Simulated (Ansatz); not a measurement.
NiSi2 under a change: Si → Os

The parent structure is NiSi2 (space group Fm-3m, No. 225; a = 5.387 Å; non-magnetic).

Modification: Os takes the place of Si on all its sites, then cell and atoms are relaxed.

Calculations: r2SCAN (Ansatz, a first-principles code; PAW; 500 eV plane waves; no spin-orbit coupling). k-mesh 14×14×14 (Γ-centred); smearing 0.05 eV (Fermi–Dirac), for the changed cell.

```json
{
 "volume_per_atom": "14.50 Å³ (base 13.03 Å³)",
 "lattice_parameter_a": "5.582 Å (base 5.387 Å)",
 "space_group": "Fm-3m (No. 225) (base Fm-3m (No. 225))",
 "shortest_interatomic_distance": "2.417 Å (base 2.333 Å)",
 "band_gap": "zero (base zero)"
}
```

Stability against distortions was not tested. As relaxed here, NiOs2 is a hypothetical phase, not in the database extracts checked. Seeded moments were not kept for Si → Os and the base. The final runs are not spin-polarised.
